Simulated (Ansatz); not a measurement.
# Zinc-blende PbTe (model structure)

Level of theory: r²SCAN+rVV10 in Ansatz (plane waves, PAW).

Settings: plane-wave cutoff 500 eV, 10×10×10 k mesh, Fermi–Dirac smearing 0.05 eV, scalar-relativistic PAW data made under PBE.

Cell (relaxed at this level):

```
PbTe
1.0
    0.00000     3.61805     3.61805
    3.61805     0.00000     3.61805
    3.61805     3.61805     0.00000
Te Pb
1 1
Direct
  0.25000   0.25000   0.25000
  0.00000   0.00000   0.00000
```

| Item | Result |
|---|---|
| band gap | 0.71 eV (on the SCF k mesh) |

Note: the relaxation could raise the start's symmetry but not lower it, so the cell can be a saddle point.

Spin–orbit coupling is not included; with these elements it can move the gap by several tenths of an eV or more.

A model structure was made by putting elements into a prototype or built by hand; it is no filed structure, need not be a known phase, and can be a saddle point held by its symmetry.

Ansatz is a program for electronic structure.
